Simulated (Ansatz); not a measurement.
Be: 4 layers

The parent structure is Be in the hcp (Mg type) structure (space group P6_3/mmc, No. 194; a = 2.263 Å, c = 3.563 Å). Axes: x lies along a and z along c of the hexagonal cell.

The change: a free-standing slab of 4 layers (4 atoms, 1 a layer) is cut normal to the z axis, with 15 Å of vacuum and the in-plane cell held at bulk.

Computed with r2SCAN (Ansatz, a program for electronic structure, PAW, no SOC), earlier PAW set. Γ-centred 23×23×1 mesh, Fermi–Dirac width 0.05 eV, for the changed cell.

```json
[
 {"quantity": "layer's space group (with vacuum)", "base": "–", "changed": "P-3m1 (No. 164)", "shift": "–"},
 {"quantity": "shortest interatomic distance", "base": "2.209 Å", "changed": "2.237 Å", "shift": "+0.028 Å"},
 {"quantity": "band gap", "base": "zero", "changed": "zero", "shift": "–"},
 {"quantity": "excess energy per area of both faces (slab less bulk energy over the cell's area: twice a surface energy) (uncertain by up to 0.1 J/m²)", "base": "–", "changed": "3.7 J/m²", "shift": "–"},
 {"quantity": "thickness between the outermost nuclei", "base": "–", "changed": "5.51 Å", "shift": "–"},
 {"quantity": "change of the spacing d12 from its bulk value of 1.782 Å", "base": "–", "changed": "+3.5 %", "shift": "–"},
 {"quantity": "change of the spacing d23 from its bulk value of 1.782 Å", "base": "–", "changed": "+1.9 %", "shift": "–"}
]
```

Final structure:

```
Be
1.0
    2.26315     0.00000     0.00000
    1.13157     1.95994     0.00000
    0.00000     0.00000    20.34469
Be
4
Direct
  0.66667   0.66667   0.36470
  0.33333   0.33333   0.45537
  0.66667   0.66667   0.54463
  0.33333   0.33333   0.63530
```

The excess energy carries the mismatch between the slab's and the bulk's meshes. Stability against distortions was not tested.
